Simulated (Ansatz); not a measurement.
## Computed paths: Cu-vacancy pair in hcp Ru, neutral cell

Consider Cu-vacancy pair (Cu on one host Ru site, one Ru site vacant) in hcp Ru, neutral cell. Level of theory: PBE, PAW (plane waves to 420 eV; Ansatz, a first-principles code).

36-site cell at the relaxed PBE lattice, a 3×3×3 k-point mesh shifted by half a step along c, smearing 0.10 eV, spin-restricted, no finite-size correction. Static, classical nuclei. Forms of the defect that were not tried may lie lower.

Barriers: single points on a 4×4×4 k-point mesh shifted by half a step along c at the bands' geometries (they differ from the bands' own by up to 0.10 eV, and are uncertain by about as much).

```tsv
Route	Start site over the lowest site run (eV)	Hop (Å)	Forward barrier (eV)	Backward barrier (eV)	Neighbours at the start	Neighbours at the saddle	Saddle order	Forward, on the band's own sampling (eV)
the Cu atom itself jumps into the vacancy (Cu-vacancy distance between ideal sites 2.66 Å throughout)	0.00	2.59	1.19	1.19	2 Ru at 2.65, Ru at 2.68, 4 Ru at 2.71, 2 Ru at 2.73, 2 Ru at 2.76 Å	4 Ru at 2.46, 4 Ru at 3.02 Å	not checked, on a symmetry element	1.19
one Ru atom jumps into the vacancy from a nearby Ru site (Cu-vacancy distance between ideal sites 2.66 → 4.68 Å)	0.00	2.76	2.10	2.02	2 Ru at 2.65, 4 Ru at 2.66, Ru at 2.69, 2 Ru at 2.71, 2 Ru at 2.74 Å	Ru at 2.43, Ru at 2.45, Ru at 2.46, Ru at 2.66, 3 Ru at 2.83, Ru at 2.84 Å	not checked	2.20
one Ru atom jumps into the vacancy from a nearby Ru site (Cu-vacancy distance between ideal sites 2.66 Å throughout)	0.00	2.74	2.15	2.15	Cu at 2.65; 2 Ru at 2.64, Ru at 2.65, 3 Ru at 2.68, 2 Ru at 2.72, Ru at 2.72, Ru at 2.74 Å	Cu at 2.45; Ru at 2.43, Ru at 2.48, Ru at 2.59, 2 Ru at 2.84, 2 Ru at 2.86 Å	not checked, on a symmetry element	2.24
one Ru atom jumps into the vacancy from a nearby Ru site (Cu-vacancy distance between ideal sites 2.66 → 3.81 Å)	0.00	2.75	2.25	2.05	2 Ru at 2.65, Ru at 2.66, 2 Ru at 2.67, Ru at 2.68, Ru at 2.69, 2 Ru at 2.71, 2 Ru at 2.74 Å	Cu at 2.83; Ru at 2.42, Ru at 2.44, Ru at 2.47, Ru at 2.67, 2 Ru at 2.84, Ru at 2.87 Å	not checked	2.34
```

Paths come from nudged elastic bands with a climbing image. Of the routes that converged and passed our checks, the lowest saddle point lies 1.19 eV above the lowest of the sites run (the Cu atom itself jumps into the vacancy (Cu-vacancy distance between ideal sites 2.66 Å throughout)); other sites, such as split forms, and other routes may lie lower. A band can be held on a symmetry element, so unchecked saddle points there may be too high.

The whole set of runs took roughly 16 core-hours.
